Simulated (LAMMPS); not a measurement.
MD of NiAl (CsCl type) at zero pressure, 4394 atoms, as a crystal; each row is its own run.

Computed with classical MD, pair style eam/alloy, file NiAlH_jea.eam.alloy; code LAMMPS.

```
T (K)  enthalpy (eV/atom)
-----  ------------------
200               -4.3732
300               -4.3469
1140              -4.1053
1420              -4.0055
```

Question: Fit a straight line, y = a + b x, to these rows (x is the first column, y the second) and predict the run at x = 860.

Answer: Least squares gives a = -4.4355 and b = 0.0002978. At x = 860 the fit predicts -4.1794 eV/atom. The run itself gave -4.1919 ± 0.0001 eV/atom, so the fit is 13 meV/atom high.

Caution (rows 860; 1140; 1420): a run this short can hold a crystal over, or a liquid under, the potential's own melting point, which these runs don't give.
